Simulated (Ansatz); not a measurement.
ScOF (P4/nmm, No. 129, 6 atoms in the cell; start mp-989178), treated with PBEsol (Ansatz, a program for electronic structure, plane waves, PAW).

Settings: plane-wave cutoff 520 eV, 10×10×8 k mesh (along the axes of the cell as run), Fermi–Dirac smearing 0.01 eV, scalar-relativistic PAW data made under PBE.

Cell (relaxed at this level):

```cif
data_F2O2Sc2
_chemical_formula_sum 'Sc2 O2 F2'
_space_group_name_H-M_alt 'P 1'
_space_group_IT_number 1
_cell_length_a 3.57745
_cell_length_b 3.57745
_cell_length_c 5.09436
_cell_angle_alpha 90.000
_cell_angle_beta 90.000
_cell_angle_gamma 90.000
loop_
_space_group_symop_operation_xyz
  'x, y, z'
loop_
_atom_site_label
_atom_site_type_symbol
_atom_site_fract_x
_atom_site_fract_y
_atom_site_fract_z
_atom_site_occupancy
Sc1 Sc 0.50000 0.00000 0.70723 1
Sc2 Sc 0.00000 0.50000 0.29277 1
O1 O 0.00000 0.00000 0.50000 1
O2 O 0.50000 0.50000 0.50000 1
F1 F 0.50000 0.50000 0.00000 1
F2 F 0.00000 0.00000 0.00000 1
```

Question: What does this level give for the band gap, smallest direct gap on the k points sampled and Γ–Γ gap?

Answer: 
band gap: 4.42 eV (indirect)
smallest direct gap on the k points sampled: 4.56 eV
Γ–Γ gap: 4.66 eV

The computed numbers hold no vibrational or temperature effects.

Computing time: very roughly 17 core-seconds.

A start named mp-… is a Materials Project structure, which need not be a measured phase.
